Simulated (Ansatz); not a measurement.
PBE against r2SCAN: BP, pressure 7 GPa

Start from BP in the zinc blende structure (space group F-43m, No. 216; a = 4.5483 Å).

(Cell as relaxed with PBE.)

Levels (all Ansatz, a program for electronic structure, PAW, earlier PAW set): PBE (420 eV, no spin-orbit coupling); r2SCAN (500 eV, spin-orbit coupling left out).

Each level relaxes its own structure.

```
base                        PBE      r2SCAN
-------------------  ----------  ----------
volume per atom        11.76 Å³    11.67 Å³
lattice parameter a  8.595 bohr  8.573 bohr
band gap                1.25 eV     1.41 eV
```

The change: cell and atoms relaxed at a pressure of 7 GPa.

| quantity | PBE | r2SCAN |
|---|---|---|
| band gap | 1.19 eV | (withheld) |
| volume per atom | 11.30 Å³ | (withheld) |
| hole mass (degenerate bands, along [100]) | 0.25, 0.25, 0.35 mₑ (at Γ) | (withheld) |
| shift of the gap caused by the change | -0.06 eV | (withheld) |

Problem. What does r2SCAN give?

Solution. 
- band gap, r2SCAN: 1.35 eV
- volume per atom, r2SCAN: 11.23 Å³
- hole mass (degenerate bands, along [100]), r2SCAN: 0.24, 0.24, 0.34 mₑ (at Γ)
- shift of the gap caused by the change, r2SCAN: -0.06 eV

PBE's band gap lies 0.16 eV below r2SCAN's; PBE's volume per atom lies 0.07 Å³ above r2SCAN's (0.6 %); the two agree on the shift of the gap caused by the change. Neither level is exact; r2SCAN is the comparison here, not a measurement.

Load acts through the strain it causes; cell and atoms are relaxed under it. Masses are band curvatures over ±0.01 Å⁻¹ around the edge. Whether these cells are dynamically stable was not tested. No other phases were tried under pressure.
